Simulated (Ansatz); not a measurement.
Relaxation of the outer planes of the (10-10) surface of wurtzite CdS in its 1x1 cell (cut with top plane Cd + S, bottom plane Cd + S), outermost plane spacing 1.21 Å in the ideal cut.

Computed with PBE (plane waves to 420 eV, PAW; Ansatz, a program for electronic structure).

Model: 16-atom slab, Cd8S8, 12.1 Å thick at the start, 6x4x1 mesh, Fermi-Dirac 0.025 eV, dipole correction, all atoms relaxed; start symmetry kept, larger cells not searched; no spin, no spin-orbit, no U.

```csv
plane,atoms,bulk spacing to the next (Å),relaxed spacing (Å),change (%),rumpling (Å)
1,S + Cd,1.211,___,___,___
2,S + Cd,2.423,2.484,2.5,0.20 (Cd outermost)
```

**Question.** Complete the blanks.

**Answer.** 
- 1, relaxed spacing (Å): 0.968
- 1, change (%): -20.1
- 1, rumpling (Å): 0.75 (S outermost)
